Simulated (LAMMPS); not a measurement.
Consider Si (diamond structure), 1728 atoms, at 760 K and 0 GPa, heated as the crystal in molecular dynamics.

Method: classical MD, pair style tersoff, file SiC_Erhart-Albe.tersoff; code LAMMPS.

| frequency (THz) | spectral density (1/THz) |
|---|---|
| 0.9310 | 0.0002 |
| 1.463 | 0.0034 |
| 1.995 | 0.0082 |
| 2.527 | 0.0129 |
| 3.059 | 0.0179 |
| 3.591 | 0.0343 |
| 4.123 | 0.0228 |
| 4.655 | 0.0673 |
| 5.186 | 0.0777 |
| 5.718 | 0.1194 |
| 6.250 | 0.0849 |
| 6.782 | 0.0920 |
| 7.314 | 0.0583 |
| 7.846 | 0.0656 |
| 8.378 | 0.0341 |
| 8.910 | 0.0269 |
| 9.442 | 0.0218 |
| 9.974 | 0.0418 |
| 10.51 | 0.0206 |
| 11.04 | 0.0567 |
| 11.57 | 0.0503 |
| 12.10 | 0.0226 |
| 12.63 | 0.0483 |
| 13.17 | 0.0573 |
| 13.70 | 0.0398 |
| 14.23 | 0.0418 |
| 14.76 | 0.0301 |
| 15.29 | 0.0788 |
| 15.82 | 0.1781 |
| 16.36 | 0.2026 |
| 16.89 | 0.1453 |
| 17.42 | 0.0704 |
| 17.95 | 0.0249 |
| 18.48 | 0.0036 |
| 19.02 | 0.0019 |
| 19.55 | 0.0013 |
| 20.08 | 0.0010 |
| 20.61 | 0.0009 |
| 21.14 | 0.0009 |
| 21.68 | 0.0009 |
| 22.21 | 0.0008 |
| 22.74 | 0.0007 |
| 23.27 | 0.0007 |
| 23.80 | 0.0006 |
| 24.34 | 0.0006 |
| 24.87 | 0.0005 |
| 25.40 | 0.0005 |
| 25.93 | 0.0006 |

The data show:
- state found: crystal; no diffusion seen in 30 ps
- mean frequency of the velocity spectrum: 11.5 THz
